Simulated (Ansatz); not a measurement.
Results of r²SCAN+rVV10 (Ansatz, a first-principles code, PAW) for cubic perovskite CsPbCl3 (cubic high-temperature phase).

Numerical settings: plane-wave cutoff 500 eV, 6×6×6 k mesh, gaussian smearing 0.02 eV, scalar-relativistic PAW data made under PBE.

Cell (relaxed at this level):

```cif
data_Cl3CsPb
_chemical_formula_sum 'Cs1 Pb1 Cl3'
_space_group_name_H-M_alt 'P 1'
_space_group_IT_number 1
_cell_length_a 5.62712
_cell_length_b 5.62712
_cell_length_c 5.62712
_cell_angle_alpha 90.000
_cell_angle_beta 90.000
_cell_angle_gamma 90.000
loop_
_space_group_symop_operation_xyz
  'x, y, z'
loop_
_atom_site_label
_atom_site_type_symbol
_atom_site_fract_x
_atom_site_fract_y
_atom_site_fract_z
_atom_site_occupancy
Cs1 Cs 0.00000 0.00000 0.00000 1
Pb1 Pb 0.50000 0.50000 0.50000 1
Cl1 Cl 0.50000 0.00000 0.50000 1
Cl2 Cl 0.00000 0.50000 0.50000 1
Cl3 Cl 0.50000 0.50000 0.00000 1
```

Problem. Give the computed band gap.

Solution. 
- band gap = 2.31 eV (on the SCF k mesh)

Note: the relaxation could not lower the start's symmetry, so the cell can be a saddle point above a distorted one.

Spin–orbit coupling is not included; with these elements it can move the gap by several tenths of an eV or more.

Computed values are for the static lattice.
